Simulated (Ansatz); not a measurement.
Model: Si(111) 1x1 surface, 6 top atoms, 3 bilayers, bottom bilayer H-capped and fixed, every top atom capped by F; cell 11.5 x 6.6 Å; about 7 Å thick over the host's atoms, 18 atoms held. Method: PBE-D3(BJ) (plane waves to 420 eV, PAW; Ansatz, a quantum-chemistry and plane-wave program). k mesh 1 x 2 x 1. The slab states were run without spin polarisation. A thicker slab, a larger cell or a denser mesh can move such energies by a tenth of an eV or more. Energies are static: no zero-point or thermal part. Each state was relaxed from one prepared geometry.

One BH3 a cell is brought to Si(111):F. Relaxed result near the molecule:

```
atom    x (Å)   y (Å)   z (Å)
------  -----  ------  ------
Si(17)  5.725   3.349   9.444
Si(18)  5.757   1.103   8.793
F(31)   5.479   3.505  11.107
Si(32)  7.677  -0.010   9.549
Si(33)  9.615   3.336   9.530
Si(35)  7.683   4.425   8.775
F(46)   7.727  -0.167  11.158
F(47)   9.836   3.404  11.132
B(a0)   6.893   2.747  11.963
H(a1)   7.343   3.706  12.515
H(a2)   7.455   2.419  10.919
H(a3)   6.335   1.863  12.544
```

Question: What is the adsorption energy against the free BH3 and the slab before, and how much of it is dispersion?

Answer: -0.28 eV (negative: bound); the D3 term gives -0.26 eV of it. Its closest contacts to the rest of the cell: B(a0)...F(31) 1.82 Å, H(a2)...F(31) 2.26 Å, H(a3)...F(31) 2.34 Å.

Here BH3 is the monomer.
